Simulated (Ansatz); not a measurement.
Start from SiO2 in the rutile structure (space group P4_2/mnm, No. 136; a = 4.185 Å, c = 2.669 Å).

The values are results of plane-wave PAW DFT at the r2SCAN level (Ansatz, a program for electronic structure, 500 eV), no spin-orbit coupling, not measurements.

Before the change:

The band gap comes out as 6.51 eV and the valence-band top at Γ is 0.00, -0.88, -0.88 eV. The shortest interatomic distance is 176.0 pm.

Perturbation: cell and atoms relaxed at a pressure of 100 GPa.

### Question
What does the calculation give for the band gap, valence-band top at Γ and shortest interatomic distance after the change?

### Answer
The band gap rises by 1.53 eV to 8.04 eV; the valence-band top at Γ (three highest levels, from the VBM) goes from 0.00, -0.88, -0.88 eV to 0.00, -1.06, -1.06 eV; the shortest interatomic distance drops by 10.9 pm to 165.1 pm.

Load acts through the strain it causes; cell and atoms are relaxed under it. Stability against distortions was not tested. No other phases were tried under pressure.
